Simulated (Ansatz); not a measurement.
Response to strain in HfO2

The reference is HfO₂ (space group P2_1/c, No. 14).

```
CELL_PARAMETERS angstrom
      5.11418     0.00000     0.00000
      0.00000     5.18192     0.00000
     -0.87081     0.00000     5.22378
ATOMIC_POSITIONS crystal
  Hf 0.27620 0.04186 0.20826
  Hf 0.72380 0.54186 0.29174
  Hf 0.72380 0.95814 0.79174
  Hf 0.27620 0.45814 0.70826
  O  0.07004 0.33376 0.34403
  O  0.92996 0.83376 0.15597
  O  0.92996 0.66624 0.65597
  O  0.07004 0.16624 0.84403
  O  0.44797 0.75767 0.47848
  O  0.55203 0.25767 0.02152
  O  0.55203 0.24233 0.52152
  O  0.44797 0.74233 0.97848
```

Cartesian axes are those of the cell as printed.

Strains are applied to the cell and any free atomic positions relax; under biaxial strain the out-of-plane vector relaxes too; under stress the whole cell relaxes.

Calculations: r2SCAN/PAW in Ansatz (a first-principles code), without spin-orbit coupling, earlier PAW set.

Notes on the quantities. energy relative to the base: free energy F; pressure: mean of the normal stresses, compression positive.

```tsv
variant	energy relative to the base	band gap	pressure	width of the top valence band
base	0 meV/atom	4.60 eV	0.0 kbar	0.74 eV
biaxial strain −0.62 %, plane normal [001], relaxed out of plane	+1.2 meV/atom	4.62 eV	18.1 kbar	0.73 eV
isotropic strain +2.18 %	+32 meV/atom	4.62 eV	-123.0 kbar	0.72 eV
uniaxial strain ε_xx = −1.30 %	+2.1 meV/atom	4.61 eV	26.8 kbar	0.70 eV
uniaxial strain ε_yy = −2.71 %	+12 meV/atom	4.67 eV	78.9 kbar	0.75 eV
uniaxial stress, 2 GPa tension along x	+0.6 meV/atom	4.58 eV	–	0.77 eV
tensor shear ε_xz = −3.28 %	+16 meV/atom	4.44 eV	12.8 kbar	0.72 eV
```

Spin-orbit coupling, missing from the scalar runs, can matter with Hf. Beyond what the load breaks, stability against distortions was not tested.
